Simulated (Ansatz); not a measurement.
Data:

```
CELL_PARAMETERS angstrom
      0.00000     2.25719     2.27269
      2.25719     0.00000     2.27269
      2.25719     2.25719     0.00000
ATOMIC_POSITIONS crystal
  B  0.00000 0.00000 0.00000
  P  0.25000 0.25000 0.25000
```

The numbers are results of r2SCAN with spin-orbit coupling, rigid bands (plane waves, PAW; Ansatz, a program for electronic structure), not measurements. Condition of this run: biaxial stress xx = yy = 2 GPa (compression positive) (the target of the relaxation). Cell: cell and atoms relaxed with r2SCAN, then loaded as said.

**Question.** Predict the hole conductivity mass (n e² τ/σ) at 300 K, by direction if it differs.

**Answer.** 0.41 (x), 0.41 (y), 0.36 (z) mₑ.

**Question.** Predict the electron conductivity mass (n e² τ/σ) at 300 K, by direction if it differs.

**Answer.** 0.40 (x), 0.40 (y), 0.24 (z) mₑ.

**Question.** And the band gap?

**Answer.** 1.33 eV at this level; semilocal functionals usually fall short of the measured gap.

Rigid bands, one relaxation time for all states, no polarons.
